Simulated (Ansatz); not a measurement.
Consider TaN in the rock salt structure (space group Fm-3m, No. 225; a = 4.4175 Å; relaxed with 0.1 eV smearing).

Level of theory: PBE (Ansatz, a quantum-chemistry and plane-wave program), no spin-orbit coupling.

Base values:

| Property | Result |
|---|---|
| Band gap | zero |
| Pressure | 0.0 GPa |

The change: the cell is scaled by 1.0304 in all directions; the atoms relax in the strained cell.

Question: What happens to the energy relative to the base, band gap and pressure?

Answer: The energy rises by 83 meV/atom; the band gap remains zero; the pressure goes from zero to -24.2 GPa.

Stability against distortions was not tested. All final runs are without spin polarisation. This is not the structure that TaN has at room temperature and ambient pressure.
